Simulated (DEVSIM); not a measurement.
System: Schottky contact on n-type Ge, at 300 K.

Layer 1 from the left is Ge, thickness (μm) 0.450, Nd (cm⁻³) 7.8e15, τn (s) 0.00044, τp (s) 0.00044. Layer 2 from the left is Ge, thickness (μm) 3.90, Nd (cm⁻³) 1e18, τn (s) 0.00044, τp (s) 0.0013.

Left contact: Schottky, work function 4.49 eV, emission velocity 2.2e6 cm/s. Right contact: ohmic. Voltage is applied to the left contact. Recombination: SRH at mid-gap. Mobility is μmin + (μ − μmin)/(1 + (N/Nref)^α).

The device is made up for the run: typed textbook-type constants, with dimensions and the other settings drawn at random. Values at 300 K.

Ge: gap (eV) 0.664, affinity (eV) 4, permittivity 16, Nc (cm⁻³) 1.04e19, Nv (cm⁻³) 6e18, μn (cm²/Vs) 3900, μp (cm²/Vs) 1900, μn,min 150, μp,min 100, Nref,n 2.6e17, Nref,p 4e17, αn 0.56, αp 0.6.

Simulated with DEVSIM: 1D drift-diffusion, Boltzmann statistics, complete ionisation; no tunnelling, impact ionisation, image-force lowering or self-heating. Metal contacts follow the ideal Schottky-Mott rule: no Fermi-level pinning, no interface dipoles.

Question: What does the simulation give for the dark forward voltage at 100 A/cm², the dark forward voltage at 1 A/cm²?

Answer: dark forward voltage at 100 A/cm² 0.221 V; dark forward voltage at 1 A/cm² 0.101 V.
